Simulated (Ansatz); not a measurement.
Al2O3 under a change: pressure −2 GPa

The parent structure is Al2O3 in the corundum structure (space group R-3c, No. 167; a = 4.7738 Å, c = 13.0147 Å (hexagonal axes)).

The change: hydrostatic tension (pressure −2 GPa).

Computed with PBEsol (Ansatz, a program for electronic structure), spin-orbit coupling left out. k-mesh 8×8×8 (Γ-centred); smearing 0.05 eV (Fermi–Dirac).

| quantity | base | changed | shift |
|---|---|---|---|
| volume per atom | 8.56 Å³ | 8.63 Å³ | +0.07 Å³ |
| density | 3.96 g/cm³ | 3.92 g/cm³ | -0.033 g/cm³ |
| c/a ratio | 2.726 | 2.727 | +0.001 |
| shortest interatomic distance | 186.1 pm | 186.7 pm | +0.53 pm |
| enthalpy H = E + PV relative to the base's energy | – | -0.11 eV/atom | – |
| band gap | 6.03 eV | 5.93 eV | -0.10 eV |
| gap character | direct at Γ | direct at Γ | – |
| electron mass | 0.40 mₑ along c, 0.37 mₑ across (at Γ) | 0.39 mₑ along c, 0.37 mₑ across (at Γ) | – |
| valence-band top at Γ (three highest levels, from the VBM) | 0.00, -0.04, -0.04 eV | 0.00, -0.03, -0.03 eV | – |

Load acts through the strain it causes; cell and atoms are relaxed under it. Effective masses come from finite differences of ±0.01 Å⁻¹. No phonon test of stability was made.
